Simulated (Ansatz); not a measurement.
System: interstitial Cu in silicon (charge state +1). The step: one Cu atom jumps by itself; the atom moves 2.37 Å along (0.25, 0.25, -0.25) of the unit cell; the moving atom starts with neighbours 3 Si at 2.44, Si at 2.44, 3 Si at 2.75, 3 Si at 2.76 Å and ends with 3 Si at 2.44, Si at 2.44, 3 Si at 2.75, 3 Si at 2.76 Å. DFT values are from Ansatz (plane-wave PAW, 420 eV unless said) in a cell of 64 host sites, spin-restricted, static, with no finite-size correction. The charge state is imposed; whether it is stable for some Fermi level was not computed. Sites that were not tried may lie lower. For the PBE band: the check of the saddle point's order was inconclusive, and it lies on a symmetry element of the cell, where a band can be held.

| Level | Forward barrier (eV) | Cost of the band or of the saddle's single point |
|---|---|---|
| PBE, a 2×2×2 k-point mesh shifted by half a step, band relaxed | 0.10 | about 2.6 core-hours (a rough figure) |
| PBE, a 3×3×3 k-point mesh shifted by half a step, same geometries | 0.11 | roughly 10 core-minutes |
| r2SCAN at 500 eV, a 2×2×2 k-point mesh shifted by half a step, same geometries | … | about 4 core-minutes (a rough figure) |

Q: Some entries are withheld; supply them.

A: 
- r2SCAN at 500 eV, a 2×2×2 k-point mesh shifted by half a step, same geometries, Forward barrier (eV): 0.03

Ansatz is a first-principles code.
